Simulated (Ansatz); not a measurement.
Sn on the 1x1 (0001) surface of hcp Ru, one in a 2x2 cell, energies for each (25.7 Å²). Energies are against an atom of beta tin, without zero-point or thermal terms; each row is named by its start.

These are PBE (plane waves to 420 eV, PAW; Ansatz, a quantum-chemistry and plane-wave program) values and carry that method's errors.

Model: 17-atom slab, 6.3 Å thick at the start under the adsorbate (thin: gaps and levels are the slab's own), 6x6x1 mesh, Fermi-Dirac 0.1 eV, dipole correction, 8 atoms held, the rest relaxed; each run with such symmetry as its start has; spin where the adsorbate may keep a moment, no spin-orbit, no U, no dispersion correction.

A negative adsorption energy means that the adsorbate is more stable on the surface than in its reference. Starts that drift may end in the same place. Heights count from the host atoms within 0.3 Å of the top one.

| starting site | E_ads (eV) | height (Å) | nearest host atom (Å) | bonded to | Δ work function (eV) | lateral drift (Å) | moment (μB) |
|---|---|---|---|---|---|---|---|
| top Ru | -0.60 | ___ | Ru 2.53 | Ru | -0.60 | 0.0 | 0.0 |
| hollow Ru-Ru-Ru | -1.11 | 2.22 | Ru 2.74 | 3 Ru | -0.45 | 0.0 | – |
| hollow Ru-Ru-Ru over Ru at depth 2.1 Å | -1.16 | 2.17 | Ru 2.73 | 3 Ru | -0.51 | 0.0 | – |
| bridge Ru-Ru (span 2.7 Å) | -1.16 | 2.17 | Ru 2.72 | 3 Ru | -0.51 | 0.8 | – |

Task: What belongs in the gaps?

Result: 
- top Ru, height (Å): 2.45
